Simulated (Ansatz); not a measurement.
Consider CsSnI3 in the cubic perovskite structure (space group Pm-3m, No. 221).

```
CsSnI3
1.0
    6.03051     0.00000     0.00000
    0.00000     6.03051     0.00000
    0.00000     0.00000     6.03051
Cs Sn I
1 1 3
Direct
  0.00000   0.00000   0.00000
  0.50000   0.50000   0.50000
  0.50000   0.00000   0.50000
  0.00000   0.50000   0.50000
  0.50000   0.50000   0.00000
```

Cartesian axes are those of the cell as printed.

Method: LDA, PAW, 420 eV (Ansatz, a program for electronic structure; without spin-orbit coupling).

Strains are applied to the cell and any free atomic positions relax; under biaxial strain the out-of-plane vector relaxes too.

One change was made to it. Results:

```tsv
quantity	base	after
pressure (mean of the normal stresses, compression positive)	0.0 GPa	-0.8 GPa
energy relative to the base (free energy F)	0 meV/atom	+8.2 meV/atom
shortest interatomic distance	3.015 Å	3.001 Å
```

**Question.** Which change produced these results?
(A) biaxial strain +2.40 %, plane normal [001], relaxed out of plane
(B) biaxial strain +1.80 %, plane normal [001], relaxed out of plane
(C) biaxial strain +0.60 %, plane normal [001], relaxed out of plane

**Answer.** A, biaxial strain +2.40 %, plane normal [001], relaxed out of plane. For comparison, the energy relative to the base in the other runs: biaxial strain +1.80 %, plane normal [001], relaxed out of plane gives +4.7 meV/atom; biaxial strain +0.60 %, plane normal [001], relaxed out of plane gives +0.5 meV/atom.

Stability against distortions was not tested. All final runs are without spin polarisation. Many cubic perovskites are stable only at high temperature; tilts and polar distortions were not tested.
